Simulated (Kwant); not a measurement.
Device: wire with a side stub in a ZnO two-dimensional gas. Effective mass 0.3 mₑ, grid spacing 15 nm, hard walls, nominal width 300 nm (19 grid rows, so walls 300 nm apart), one parabolic valley, scattering region 900 nm long along x; energies count from the band bottom; Fermi energy swept from 1.1142e-05 to 0.00013231 eV. Closed stub on one side, 210 nm wide and 390 nm deep.

Constants are typed, rounded textbook-type inputs, not results; the design itself was drawn at random and stands for no fabricated device.

Computed with Kwant: effective-mass tight-binding model on a square grid, one spin, coherent transport at 0 K. Conductance is in e²/h.

### Question
How many channels do the leads carry at E = 0.0417, 0.0651, 0.0794 meV?

### Answer
The hard-wall thresholds are n² ħ²π²/(2mW²) = n² × 0.0139 meV with W = 300 nm. √(0.0417/0.0139) = 1.73, so 1. √(0.0651/0.0139) = 2.16, so 2. √(0.0794/0.0139) = 2.39, so 2.
